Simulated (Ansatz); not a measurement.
# A computed series for AgI: element substitutions

Consider AgI in the zinc blende structure (space group F-43m, No. 216).

```yaml
crystal:
  lattice:
    - [0.00000, 3.31424, 3.31424]
    - [3.31424, 0.00000, 3.31424]
    - [3.31424, 3.31424, 0.00000]
  atoms:
    - { symbol: Ag, position: [0.00000, 0.00000, 0.00000] }
    - { symbol: I, position: [0.25000, 0.25000, 0.25000] }
```

Each row replaces one element on all its sites; cell and atoms are relaxed.

All numbers come from DFT with PBE, PAW potentials and a 420 eV plane-wave cutoff in Ansatz (a program for electronic structure), scalar-relativistic without spin-orbit coupling, earlier PAW set.

Problem. Only one of these keeps a band gap. Which?
(A) Ag → Cu
(B) Ag → Cd
(C) I → Rh

Solution. A, Ag → Cu. Computed: I → Rh: zero; Ag → Cd: zero; Ag → Cu: 1.10 eV

Spin-orbit coupling, missing from the scalar runs, can matter with I. No phonon test of stability was made. As relaxed here, AgRh and CdI are hypothetical phases, not in the database extracts checked. All final runs are without spin polarisation. An odd electron count without spin: CdI. AgRh has a high density of states at the Fermi level and may be magnetic at this level.
